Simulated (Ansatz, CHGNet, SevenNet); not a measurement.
TiAl₃ (I4/mmm, No. 139): properties by level of theory

```tsv
level (code)	equilibrium lattice constant a (Å)	c axis length (Å)
CHGNet 0.3.0	3.847	8.627
SevenNet-l3i5	3.838	8.637
LDA (Ansatz)	3.779	8.482
PBE (Ansatz)	3.845	8.619
r²SCAN+rVV10 (Ansatz)	3.818	8.547
```

Ansatz's density-functional and Hartree–Fock values are scalar-relativistic unless marked +SOC, with PAW data made under PBE.

The crystal itself was run without spin with LDA, PBE, r²SCAN+rVV10; a magnetic state was not tried in these runs.

Ansatz is an electronic-structure program.
